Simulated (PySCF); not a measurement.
PySCF 2.14.0, WB97X/def2-tzvp: Sb(H)2(Cl) ([Cl][SbH2]), 4 atoms. The geometry is a generated start, not checked to be a minimum at this level.

```yaml
task: energy and gradient
method: wb97x
basis: def2-tzvp
mol.max_memory: 7000 MB
mf.init_guess: minao (default)
mf.DIIS: CDIIS (default)
mf.diis_space: 8 (default)
mf.conv_tol: 1e-09 (default)
mf.grids.level: 3 (default)
effective_core_potentials: those of the basis set, past Kr
basis functions (reference run): 99
grid points (reference run): 60456
```

```xyz
4

Sb    -0.0945    -0.1110     0.8114
H      0.2358    -1.4319    -0.2108
H     -1.4356     0.2312    -0.1794
Cl     1.2943     1.3117    -0.4213
```

The reference run uses exact four-centre integrals. Each setting ran once; only counts and results are compared.

Settings tried, all else as in the reference:
- density fitting
- density fitting of J alone, exact K
- density fitting, auxbasis = autoaux
- density fitting, auxbasis = def2-universal-jfit

Q: Which of these stay within 1.0 meV/atom in energy, 10 meV/Å in forces (largest component) of the reference run?

A: Within it: density fitting, auxbasis = autoaux; density fitting; density fitting of J alone, exact K. Outside: density fitting, auxbasis = def2-universal-jfit.

```
setting                                          energy against the reference  difference in forces (largest component)
-----------------------------------------------  ----------------------------  ----------------------------------------
density fitting, auxbasis = autoaux                           −0.053 meV/atom                                0.23 meV/Å
density fitting                                                −0.20 meV/atom                                 1.5 meV/Å
density fitting of J alone, exact K                            −0.30 meV/atom                                 1.5 meV/Å
density fitting, auxbasis = def2-universal-jfit                +6200 meV/atom                                 440 meV/Å
```

Total energies are compared; such shifts often cancel in part in energy differences. def2-universal-jfit is made for Coulomb alone and misses functions that exchange needs. Also tried and not ranked: density fitting, auxbasis = def2-universal-jkfit (same energy as a listed run); COSX exchange (sgx_fit, pjs) with fitted J, mf.with_df.grids_level_i = 1, mf.with_df.grids_level_f = 1 (gradient came out as NaN); COSX exchange (sgx_fit, pjs) with fitted J, mf.with_df.grids_level_i = 1, mf.with_df.grids_level_f = 2 (default) (gradient came out as NaN); COSX exchange (sgx_fit, pjs) with fitted J, mf.with_df.grids_level_i = 1, mf.with_df.grids_level_f = 3 (gradient came out as NaN); COSX exchange (sgx_fit, pjs) with fitted J, mf.with_df.grids_level_i = 1, mf.with_df.grids_level_f = 4 (gradient came out as NaN). The tolerance is a choice made for this comparison.
